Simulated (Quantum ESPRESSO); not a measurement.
Quantum ESPRESSO run on TePt (P6_3/mmc, 4 atoms in the cell): self-consistent single point.

Method: LDA (PZ), GBRV 1.5 ultrasoft (LDA) pseudopotentials (plane waves; Quantum ESPRESSO).

```yaml
crystal:
  lattice:
    - [4.17975, 0.00000, 0.00000]
    - [-2.08988, 3.61977, 0.00000]
    - [0.00000, 0.00000, 5.55136]
  atoms:
    - { symbol: Te, position: [0.66667, 0.33333, 0.75000] }
    - { symbol: Te, position: [0.33333, 0.66667, 0.25000] }
    - { symbol: Pt, position: [0.00000, 0.00000, 0.50000] }
    - { symbol: Pt, position: [0.00000, 0.00000, 0.00000] }
```

Reference input (self-consistent single point, DFT, LDA (PZ), plane waves, GBRV 1.5 ultrasoft (LDA) pseudopotentials): ecutwfc = 40 Ry; ecutrho = 320 Ry; occupations = smearing; smearing = cold; degauss = 0.0073499 Ry; potentials = {Te: te_lda_v1.uspp.F.UPF, Pt: pt_lda_v1.4.uspp.F.UPF}; K_POINTS = automatic 6 6 4 0 0 0; conv_thr = 1e-10 Ry; mixing_beta = 0.7. This run's input differs from it in these lines:

```diff
@@ -14,4 +14,4 @@
     ntyp = 2
-    ecutwfc = 40
-    ecutrho = 320
+    ecutwfc = 16
+    ecutrho = 128
     occupations = 'smearing'
```

Output (repeated stretches shortened):

```
     Self-consistent Calculation

     iteration #  1     ecut=    16.00 Ry     beta= 0.70

     negative rho (up, down):  3.309E-01 0.000E+00

     total energy              =    -467.98944963 Ry
     estimated scf accuracy    <       5.50672034 Ry

     iteration #  2     ecut=    16.00 Ry     beta= 0.70

     negative rho (up, down):  3.588E-01 0.000E+00

     total energy              =    -469.90055973 Ry
     estimated scf accuracy    <       8.46922296 Ry

     iteration #  3     ecut=    16.00 Ry     beta= 0.70

     negative rho (up, down):  3.690E-01 0.000E+00

     total energy              =    -471.00443537 Ry
     estimated scf accuracy    <       0.13774276 Ry

   [... 7 blocks of this kind left out ...]

     iteration # 11     ecut=    16.00 Ry     beta= 0.70

     negative rho (up, down):  3.698E-01 0.000E+00

     total energy              =    -471.05412817 Ry
     estimated scf accuracy    <          1.5E-10 Ry

     iteration # 12     ecut=    16.00 Ry     beta= 0.70

     negative rho (up, down):  3.698E-01 0.000E+00
     End of self-consistent calculation

     the Fermi energy is    13.8507 ev

!    total energy              =    -471.05412817 Ry
     estimated scf accuracy    <          5.4E-13 Ry
     smearing contrib. (-TS)   =      -0.00035159 Ry
     internal energy E=F+TS    =    -471.05377658 Ry

     convergence has been achieved in  12 iterations

     negative rho (up, down):  3.698E-01 0.000E+00

     Forces acting on atoms (cartesian axes, Ry/au):

     atom    1 type  1   force =    -0.00000000    0.00000000    0.00000000
   [... zero for the other atoms too ...]

     Total force =     0.000000     Total SCF correction =     0.000000

     negative rho (up, down):  3.698E-01 0.000E+00
          total   stress  (Ry/bohr**3)                   (kbar)     P=    -3411.96
  -0.02317684   0.00000000   0.00000000        -3409.43        0.00        0.00
   0.00000000  -0.02317684   0.00000000            0.00    -3409.43        0.00
  -0.00000000  -0.00000000  -0.02322850           -0.00       -0.00    -3417.03

   JOB DONE.
```

The run converged in 12 iterations. Against the reference run the free energy goes up by 12.5 eV/atom and the pressure goes from 1.04 to -341.2 GPa.

The starting cell comes from a database of computed structures (which also holds hypothetical and non-ambient phases and stackings), without a prior relaxation at this level. Its lattice was rescaled by a random factor within 2.5 % of one. Spin polarisation is off. At the lowered cutoff the pressure carries the error of an incomplete plane-wave basis.
